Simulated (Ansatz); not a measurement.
Ni on the Li site in ferroelectric LiNbO3: one set of geometries, relaxed with PBE, evaluated in Ansatz (PAW, plane waves to 420 eV, 500 eV under r2SCAN) with PBE, r2SCAN.

Set-up: 120-site cell; 2×2×2 Γ-centred k-points; start: the Li site; charged states image-corrected; no Hubbard U; finite-size errors of tenths of an eV; flagged in the runs: a host whose relaxation on this sampling wasn't shown to rest, a strain field that reaches the edge of the cell.

```tsv
quantity	PBE	r2SCAN
host gap (eV)	3.53	[?]
ε(+1/0) above the VBM (eV)	3.04	[?]
ε(0/−1) above the VBM (eV)	3.24	not settled
largest moment on one atom at charge +1 (μB)	1.52	[?]
neutral formation energy against bcc Li, fcc Ni, ferromagnetic (eV)	4.10	[?]
largest moment on one atom at charge 0 (μB)	1.04	[?]
```

### Question
Given the lower rungs, what does r2SCAN give?

### Answer

- host gap (eV), r2SCAN: 3.94
- ε(+1/0) above the VBM (eV), r2SCAN: 3.82
- largest moment on one atom at charge +1 (μB), r2SCAN: 1.64
- neutral formation energy against bcc Li, fcc Ni, ferromagnetic (eV), r2SCAN: 3.76
- largest moment on one atom at charge 0 (μB), r2SCAN: 1.24

Ansatz is a quantum-chemistry and plane-wave program.
